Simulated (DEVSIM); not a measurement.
Device: Ge n-p junction from an implanted or diffused profile, at 250 K.

| layer (left to right) | material | thickness (μm) | Na (cm⁻³) | τn (s) | τp (s) |
|---|---|---|---|---|---|
| 1 | Ge | 7.90 | 6.1e15 | 3.6e-6 | 3.6e-7 |

Added donor profile: 5.5e17 cm⁻³ × exp(−(x − 0 μm)²/(2·(0.055 μm)²)). Left contact: ohmic. Right contact: ohmic. Voltage is applied to the left contact. Recombination: SRH at mid-gap, radiative, Auger. Mobility is constant in doping.

This is a model device: material constants are rounded textbook-type values typed into the input, and sizes, dopings and lifetimes were drawn at random. Values at 300 K; Nc and Nv go as T^1.5, mobilities as T to minus their exponent, the gap by Varshni's rule with the affinity fixed.

```csv
parameter,Ge
gap (eV),0.664
affinity (eV),4
permittivity,16
Nc (cm⁻³),1.04e19
Nv (cm⁻³),6e18
μn (cm²/Vs),3900
μp (cm²/Vs),1900
T exponent of μn,1.66
T exponent of μp,2.33
B (cm³/s),6.4e-14
Cn (cm⁶/s),1e-31
Cp (cm⁶/s),1e-31
Varshni α (eV/K),0.000477
Varshni β (K),235
```

Model (solved in DEVSIM): 1D drift-diffusion, Boltzmann statistics, complete ionisation; no tunnelling, impact ionisation, image-force lowering or self-heating.

Q: Tabulate band edges, carrier densities and field at 5.0 V on the left contact.

A: Energies count from the Fermi level of the right contact; mesh points crowd at the junctions.

```json
[
 {"x (μm)": "0.000", "Ec (eV)": "-4.942", "Ev (eV)": "-5.625", "n (cm⁻³)": "5.4e17", "p (cm⁻³)": "1100000", "field (V/cm)": "430"},
 {"x (μm)": "0.01792", "Ec (eV)": "-4.941", "Ev (eV)": "-5.624", "n (cm⁻³)": "5.1e17", "p (cm⁻³)": "830000", "field (V/cm)": "1300"},
 {"x (μm)": "0.03907", "Ec (eV)": "-4.936", "Ev (eV)": "-5.619", "n (cm⁻³)": "4.1e17", "p (cm⁻³)": "530000", "field (V/cm)": "3100"},
 {"x (μm)": "0.06746", "Ec (eV)": "-4.918", "Ev (eV)": "-5.601", "n (cm⁻³)": "1.8e17", "p (cm⁻³)": "200000", "field (V/cm)": "13000"},
 {"x (μm)": "0.1089", "Ec (eV)": "-4.751", "Ev (eV)": "-5.434", "n (cm⁻³)": "7.6e13", "p (cm⁻³)": "67000", "field (V/cm)": "65000"},
 {"x (μm)": "0.1441", "Ec (eV)": "-4.490", "Ev (eV)": "-5.173", "n (cm⁻³)": "4.1e8", "p (cm⁻³)": "59000", "field (V/cm)": "79000"},
 {"x (μm)": "0.1782", "Ec (eV)": "-4.216", "Ev (eV)": "-4.899", "n (cm⁻³)": "88000", "p (cm⁻³)": "62000", "field (V/cm)": "80000"},
 {"x (μm)": "0.2222", "Ec (eV)": "-3.868", "Ev (eV)": "-4.550", "n (cm⁻³)": "87000", "p (cm⁻³)": "68000", "field (V/cm)": "78000"},
 {"x (μm)": "0.2569", "Ec (eV)": "-3.602", "Ev (eV)": "-4.285", "n (cm⁻³)": "88000", "p (cm⁻³)": "73000", "field (V/cm)": "75000"},
 {"x (μm)": "0.3108", "Ec (eV)": "-3.205", "Ev (eV)": "-3.888", "n (cm⁻³)": "90000", "p (cm⁻³)": "82000", "field (V/cm)": "72000"},
 {"x (μm)": "0.4230", "Ec (eV)": "-2.444", "Ev (eV)": "-3.127", "n (cm⁻³)": "94000", "p (cm⁻³)": "100000", "field (V/cm)": "64000"},
 {"x (μm)": "0.7541", "Ec (eV)": "-0.705", "Ev (eV)": "-1.388", "n (cm⁻³)": "110000", "p (cm⁻³)": "220000", "field (V/cm)": "41000"},
 {"x (μm)": "1.259", "Ec (eV)": "0.491", "Ev (eV)": "-0.192", "n (cm⁻³)": "400000", "p (cm⁻³)": "6.2e14", "field (V/cm)": "6500"},
 {"x (μm)": "2.310", "Ec (eV)": "0.540", "Ev (eV)": "-0.143", "n (cm⁻³)": "1.5e7", "p (cm⁻³)": "6.1e15", "field (V/cm)": "≈ 0"},
 {"x (μm)": "4.933", "Ec (eV)": "0.540", "Ev (eV)": "-0.143", "n (cm⁻³)": "5.6e7", "p (cm⁻³)": "6.1e15", "field (V/cm)": "≈ 0"},
 {"x (μm)": "6.296", "Ec (eV)": "0.540", "Ev (eV)": "-0.143", "n (cm⁻³)": "7.7e7", "p (cm⁻³)": "6.1e15", "field (V/cm)": "≈ 0"},
 {"x (μm)": "7.074", "Ec (eV)": "0.540", "Ev (eV)": "-0.143", "n (cm⁻³)": "8.9e7", "p (cm⁻³)": "6.1e15", "field (V/cm)": "≈ 0"},
 {"x (μm)": "7.461", "Ec (eV)": "0.540", "Ev (eV)": "-0.143", "n (cm⁻³)": "9.5e7", "p (cm⁻³)": "6.1e15", "field (V/cm)": "≈ 0"},
 {"x (μm)": "7.727", "Ec (eV)": "0.540", "Ev (eV)": "-0.143", "n (cm⁻³)": "9.9e7", "p (cm⁻³)": "6.1e15", "field (V/cm)": "≈ 0"},
 {"x (μm)": "7.821", "Ec (eV)": "0.540", "Ev (eV)": "-0.143", "n (cm⁻³)": "1.0e8", "p (cm⁻³)": "6.1e15", "field (V/cm)": "≈ 0"},
 {"x (μm)": "7.868", "Ec (eV)": "0.540", "Ev (eV)": "-0.143", "n (cm⁻³)": "1.0e8", "p (cm⁻³)": "6.1e15", "field (V/cm)": "≈ 0"},
 {"x (μm)": "7.900", "Ec (eV)": "0.540", "Ev (eV)": "-0.143", "n (cm⁻³)": "1.0e8", "p (cm⁻³)": "6.1e15", "field (V/cm)": "≈ 0"}
]
```
